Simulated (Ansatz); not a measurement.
# Response to strain in BP

Consider BP in the zinc blende structure (space group F-43m, No. 216; a = 4.5366 Å). Axes: x, y, z lie along the cube axes.

Strains are applied to the cell and any free atomic positions relax.

Computed with r2SCAN (Ansatz, an electronic-structure program), scalar-relativistic without spin-orbit coupling.

Notes on the quantities. energy relative to the base: free energy F.

```tsv
change	smallest direct gap	gap character	energy relative to the base	band gap
base	3.60 eV	–	0 meV/atom	1.41 eV
tensor shear ε_xy = +0.86 %	3.38 eV	indirect, Γ → k = (0.417, 0.417, 0) in the run's primitive reciprocal basis	+2.1 meV/atom	1.31 eV
tensor shear ε_xy = +0.57 %	3.45 eV	indirect, Γ → k = (0.417, 0.417, 0) in the run's primitive reciprocal basis	+0.9 meV/atom	1.35 eV
tensor shear ε_xy = +2.00 %	3.08 eV	indirect, Γ → X	+12 meV/atom	1.04 eV
tensor shear ε_xy = +1.43 %	3.23 eV	indirect, Γ → Γ–X (89 % along)	+5.9 meV/atom	1.19 eV
tensor shear ε_xy = +1.14 %	[?]	indirect, Γ → Γ–X (89 % along)	[?]	[?]
tensor shear ε_xy = +0.29 %	3.53 eV	indirect, Γ → k = (0.417, 0.417, 0) in the run's primitive reciprocal basis	+0.2 meV/atom	1.38 eV
```

### Question
What belongs in the blanks?

### Answer

- tensor shear ε_xy = +1.14 %, smallest direct gap: 3.31 eV
- tensor shear ε_xy = +1.14 %, energy relative to the base: +3.7 meV/atom
- tensor shear ε_xy = +1.14 %, band gap: 1.26 eV

Whether these cells are dynamically stable was not tested. k-point labels follow each cell's own Brillouin zone.
